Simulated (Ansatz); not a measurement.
Functionals compared on NH3 on the 1x1 (110) surface of bcc Ta, one in a 2x2 cell, started at the site 'bridge Ta-Ta (span 3.3 Å)', in Ansatz (plane waves, PAW). The structure was relaxed with PBE; the other rows are single points on it, each with its references at the same level. Cutoff 420 eV (500 eV for r2SCAN).

Set-up: 20 atoms, 6.8 Å thick at the start under the adsorbate (thin: gaps and levels are the slab's own); mesh 5x5x1; 0.1 eV smearing; dipole correction on; 8 atoms held, the rest relaxed; no symmetry held; no spin, no spin-orbit, no U, no dispersion correction. At the end it is bonded to Ta. In PBE it is, or lies within 0.03 eV of, the lowest of the starts that converged. These notes are the PBE run's. Adsorption energies are against NH3(g). A negative adsorption energy means that the adsorbate is more stable on the surface than in its reference.

```tsv
functional	adsorption energy (eV)	work function of the top face (eV)	change of the work function (eV)	rough cost of the single point
PBE	-0.77	2.63	-2.14	–
RPBE	-0.55	2.55	-2.10	roughly 110 core-seconds
r2SCAN	(withheld)	(withheld)	(withheld)	very roughly 4 core-minutes
```

Q: Complete the blanks.

A: 
- r2SCAN, adsorption energy (eV): -0.90
- r2SCAN, work function of the top face (eV): 2.58
- r2SCAN, change of the work function (eV): -2.30

Ansatz is an electronic-structure program.
